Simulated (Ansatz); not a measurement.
Cubic perovskite KZnF₃ was calculated with Hartree–Fock in Ansatz (plane waves, PAW).

Numerical settings: plane-wave cutoff 460 eV, 6×6×6 k mesh, Fermi–Dirac smearing 0.01 eV, scalar-relativistic PAW data made under PBE.

The cell has the measured lattice: a = b = c = 4.055 Å, α = β = γ = 90.00°.

Task: What does this level give for the band gap and smallest direct gap on the k points sampled?

Result: 
- band gap = 17.19 eV (on the SCF k mesh) (indirect)
- smallest direct gap on the k points sampled = 18.62 eV

Note: cell and atoms aren't relaxed at this level (pressure 2.5 GPa).

Computed values are for the static lattice.

Computing time: roughly 3.0 core-minutes.

Ansatz is a quantum-chemistry and plane-wave program.
